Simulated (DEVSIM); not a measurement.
Device: abrupt GaSb p-n junction, at 250 K.

Layer 1 from the left is GaSb, thickness (μm) 5.40, Na (cm⁻³) 1e17, τn (s) 3.3e-9, τp (s) 3.3e-9. Layer 2 from the left is GaSb, thickness (μm) 55.0, Nd (cm⁻³) 5.7e16, τn (s) 3.3e-9, τp (s) 3.3e-9.

Left contact: ohmic. Right contact: ohmic. Voltage is applied to the left contact. Recombination: SRH at mid-gap, Auger. Mobility is μmin + (μ − μmin)/(1 + (N/Nref)^α).

Constants are typed, rounded textbook-type inputs, not results; the design itself was drawn at random and stands for no fabricated device. Values at 300 K; Nc and Nv go as T^1.5, mobilities as T to minus their exponent, the gap by Varshni's rule with the affinity fixed.

GaSb: gap (eV) 0.726, affinity (eV) 4.06, permittivity 15.7, Nc (cm⁻³) 2.1e17, Nv (cm⁻³) 1.8e19, μn (cm²/Vs) 5000, μp (cm²/Vs) 850, μn,min 1000, μp,min 190, Nref,n 2.8e17, Nref,p 9e17, αn 1.05, αp 0.65, T exponent of μn 2, T exponent of μp 1.7, Cn (cm⁶/s) 5e-30, Cp (cm⁶/s) 5e-30, Varshni α (eV/K) 0.00042, Varshni β (K) 140.

Simulated with DEVSIM: 1D drift-diffusion, Boltzmann statistics, complete ionisation; no tunnelling, impact ionisation, image-force lowering or self-heating.

Dark forward current:

```csv
|V| (V),|J| (A/cm²)
0.05,3.209e-6
0.10,1.341e-5
0.15,4.878e-5
0.20,0.0001797
0.25,0.0007305
0.30,0.003639
0.35,0.02377
0.40,0.1946
0.45,1.793
0.50,16.31
0.55,104.1
0.60,333.1
0.65,665.1
0.70,1054
0.75,1478
0.80,1926
0.85,2393
```

Work out the local ideality factor n = ΔV / (kT/q · ln(J2/J1)) between the rows 0.10 and 0.15 V, 0.40 and 0.45 V, 0.80 and 0.85 V.

kT/q = 21.54 mV. From 0.10 to 0.15 V: ln(4.878e-5/1.341e-5) = 1.291, n = 1.80. From 0.40 to 0.45 V: ln(1.793/0.1946) = 2.221, n = 1.05, near the 1 of diffusion or emission over a barrier. From 0.80 to 0.85 V: ln(2393/1926) = 0.217, n = 10.69.

Estimate the current at 0.45 V from the Shockley equation with J0 = Σ q ni² D/(N L) coth(W/L), τ joining the SRH, radiative and Auger lifetimes that are on, and W taken as the whole layer.

ni² = 2.12e21 cm⁻⁶; electrons in the p layer: μ = 5740 cm²/Vs, D = 124 cm²/s, τ = 3.30e-9 s, L = 6.39 μm, W/L = 0.85, term 9.57e-10 A/cm²; holes in the n layer: μ = 1030 cm²/Vs, D = 22.2 cm²/s, τ = 3.30e-9 s, L = 2.71 μm, W/L = 20, term 4.90e-10 A/cm². J0 = 1.45e-9 A/cm², and J = J0 exp(qV/kT) = 1.71 A/cm². The simulation gives 1.79 A/cm²; the estimate lies 4.6 % below. The estimate leaves out recombination in the depletion region and that region's share of W.
